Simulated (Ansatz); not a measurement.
A calculation on NbSi2 (P6₂22, No. 180) returned lattice constant a 4.787 Å, lattice parameter c 6.573 Å, cohesive energy 6.03 eV/atom.

Task: Which level of theory produced these numbers?
A. PBE (Ansatz, a quantum-chemistry and plane-wave program)
B. r²SCAN+rVV10 (Ansatz)
C. LDA (Ansatz)
D. PBE-D3(BJ) (Ansatz)

Result: B, r²SCAN+rVV10 (Ansatz)

The others give: LDA 4.745 Å, 6.534 Å, 7.01 eV/atom; PBE-D3(BJ) 4.750 Å, 6.547 Å, 6.50 eV/atom; PBE 4.813 Å, 6.612 Å, 5.93 eV/atom.

Unless a cell is named, each level is at its own relaxed cell (LDA 14.16, PBE 14.74, PBE-D3(BJ) 14.22, r²SCAN+rVV10 14.50 Å³/atom).

Ansatz's density-functional and Hartree–Fock values are scalar-relativistic unless marked +SOC, with PAW data made under PBE.
